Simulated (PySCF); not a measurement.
PySCF 2.14.0, R2SCAN/def2-svp, df: B(NMe2)2(SeH) (CN(C)B([SeH])N(C)C), 21 atoms. The geometry is a generated start, not checked to be a minimum at this level.

task: energy and gradient
method: r2scan
basis: def2-svp
two-electron scheme: density fitting
mol.max_memory: 7000 MB
mf.init_guess: minao (default)
mf.DIIS: CDIIS (default)
mf.diis_space: 8 (default)
mf.conv_tol: 1e-09 (default)
basis functions (reference run): 195
grid points (reference run): 1662088

```xyz
21

B     -0.0173     0.7008    -0.0253
N      1.0853     0.1643    -0.7084
C      2.3154     0.8762    -0.9796
C      1.1106    -1.1586    -1.2913
H      3.1642     0.3336    -0.5483
H      2.4799     0.9696    -2.0585
H      2.2875     1.8728    -0.5432
H      1.3806    -1.0835    -2.3498
H      1.8525    -1.7991    -0.8008
H      0.1328    -1.6236    -1.2229
N     -1.0124    -0.0676     0.6094
C     -2.3769     0.3599     0.8257
C     -0.7658    -1.3609     1.2093
H     -3.0633    -0.4358     0.5207
H     -2.5634     0.5806     1.8844
H     -2.5996     1.2439     0.2328
H     -1.0675    -1.3372     2.2623
H     -1.3443    -2.1490     0.7134
H      0.2893    -1.6046     1.1614
Se    -0.1546     2.7051     0.0322
H     -1.1330     2.8131     1.0763
```
Charge 0, spin multiplicity 1.

The reference run has mf.grids.level = 8; it is not itself proven converged. One run each, on a shared machine, so no times are given.

Measured:

```csv
setting,grid points,energy against the reference,difference in forces (largest component)
the reference,1662088,—,—
mf.grids.level = 6,955048,−0.0059 meV/atom,2.3 meV/Å
mf.grids.level = 5,650056,+0.0082 meV/atom,9.1 meV/Å
mf.grids.level = 4,432680,+0.028 meV/atom,7.7 meV/Å
mf.grids.level = 3 (default),246256,−0.16 meV/atom,7.6 meV/Å
mf.grids.level = 2,160936,+0.026 meV/atom,27 meV/Å
mf.grids.level = 1,75608,+1.8 meV/atom,98 meV/Å
```

Task: How far does the result lie from the reference with mf.grids.level = 0?

Result: grid points: 18064; energy against the reference: +150 meV/atom; difference in forces (largest component): 830 meV/Å. Total energies are compared; such shifts often cancel in part in energy differences. The gradients leave out the derivatives of the grid weights.
